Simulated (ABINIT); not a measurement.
# Equation of state of zinc-blende ZnSe (space group 216): energy against volume (ABINIT, PBE)

```yaml
crystal:
  lattice:
    - [0.00000, 2.78459, 2.78459]
    - [2.78459, 0.00000, 2.78459]
    - [2.78459, 2.78459, 0.00000]
  atoms:
    - { symbol: Zn, position: [0.00000, 0.00000, 0.00000] }
    - { symbol: Se, position: [0.75000, 0.75000, 0.75000] }
```

Level of theory: PBE, norm-conserving pseudopotentials (PseudoDojo nc-sr-05 PBE standard) (plane waves; ABINIT). Settings: pseudos = [Zn.upf, Se.upf]; ecut = 56 Ha; ixc = 11; occopt = 3; tsmear = 0.01 eV; ngkpt = 10 10 10; nshiftk = 1; shiftk = 0 0 0; potentials = PseudoDojo nc-sr-05 PBE standard; nband = 24; kptopt = 1; nstep = 80; toldfe = 1e-09 Ha. The cell above is the first row's. The rows scale it uniformly. In all rows fractional positions and the k mesh are held. E is the free energy at the stated smearing, counted from the lowest row.

| V (Å^3/atom) | E (meV/atom) |
|---|---|
| 21.5916 | 33.78 |
| 22.0610 | 18.74 |
| 22.5303 | 8.42 |
| 22.9997 | 2.32 |
| 23.4691 | 0.00 |
| 23.9385 | 1.06 |
| 24.4079 | 5.15 |
| 24.8772 | 11.94 |
| 25.3466 | ? |

Taking the third-order Birch-Murnaghan form, a cubic in V^(-2/3) for E over the 8 complete rows: With u = V^(-2/3) - 0.123, the rows have u = 0.005966, 0.004131, 0.002359, 0.000647, -0.001007, -0.002607, -0.004155, -0.005655. Least squares gives E = 0.997 + 1630.7·u + 638933·u² + 1473086·u³. Residuals (row less fit): 0.000, -0.001, 0.001, 0.000, -0.001, -0.002, 0.004, -0.001; standard error 0.002 (degrees of freedom: 4). Its minimum lies at u = -0.001282, so V0 = (0.121718)^(-3/2) = 23.55. There d²E/du² = 1267000 and d³E/du³ = 8839000, so B0 = (4/9) × 23.55^(-7/3) × 1267000 × 0.160218 = 56.7 GPa (the last factor turns the table's units into GPa), and B0' = 4 + (2/3) × 0.121718 × (8839000)/1267000 = 4.6. The program's pressures in the fitted runs (not shown) pass through zero at V = 23.55, 0.01 % from this V0.

Question: Estimate the missing E (V = 25.3466); what did the run itself give?

Answer: u = -0.007108, so E = 0.997 + 1630.7 × (-0.007108) + 638933 × (-0.007108)² + 1473086 × (-0.007108)³ = 21.158 meV/atom. The calculation gives 21.16 meV/atom, which the fit meets to the printed digits. The row lies outside the fitted rows, so this is an extrapolation. From the scatter of the fitted rows alone, a prediction at this place has a standard error of 0.006 meV/atom, so the miss is 0.3 times that.

Carrying the step between the two nearest rows on in a straight line would have given 18.73, off by 2.43; series whose last step already gives the withheld value aren't shown. The scan was laid around a cell of about the measured size, scaled by a guess for this functional. The runs keep the symmetry of the cell, so they don't test it for distortions. Cutoffs and mesh are single choices, not tested for convergence of this quantity. Series with a scatter that would blur these digits, or in which a gap closes, are not shown. Nor are scans whose minimum lies at an end fitted in this form.
